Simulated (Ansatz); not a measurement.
Ta: transverse stress against strain

Ta (bcc, Im-3m, 18.068 Å³/atom at rest, cube axes along x, y and z) under a strain ε along a cube axis (axis z), the other axes held. r2SCAN in Ansatz, a plane-wave DFT program (PAW, default set), 500 eV, 28×28×28 Γ-centred mesh, Fermi-Dirac smearing 0.10 eV; ions are relaxed within the symmetry of each cell. Stress is positive for a compressed cell.

Here s stands for strain and y for stress xx.

| strain (%) | stress xx (GPa) |
|---|---|
| -3.00 | ? |
| -1.50 | 2.59 |
| -1.00 | 1.70 |
| -0.50 | 0.84 |
| 0.00 | 0.00 |
| 0.50 | -0.82 |
| 1.00 | -1.62 |
| 1.50 | -2.40 |

Question: Fit y against s with a straight line, and predict the withheld value at s = -3.00.

Answer: Means: s 0, y 0.041. About the means, the sum of products is -11.635 and the sum of squares of s is 7.0000; the slope is their ratio. Least squares gives y = 0.041 - 1.6621·s. Residuals (row less fit): 0.056, -0.003, -0.032, -0.041, -0.030, 0.001, 0.052; standard error 0.043 (degrees of freedom: 5). The slope gives the elastic constant C12 = 166 ± 1.6 GPa. At the withheld row, y = 0.041 - 1.6621 × (-3.0) = 5.027 GPa. The calculation gives 5.39 GPa, 0.363 GPa above the prediction (4.7 % of the range of y in the table). The row lies outside the fitted rows, so this is an extrapolation. From the scatter of the fitted rows alone, a prediction at this place has a standard error of 0.068 GPa, so the miss is 5.3 times that.

One order more, fitted to all 13 runs of the series, follows each within 0.01, so the miss is the next term of a smooth law. In a metal these values are sensitive to mesh and smearing; energies are taken to zero smearing, stresses follow the free energy. Rows are the converged runs of the series near zero and its far end; series whose fitted rows scatter by over a few per cent of the range, as at a crossing or softening among them, aren't shown in this form. Most that stay on the fit to the last digits aren't either.
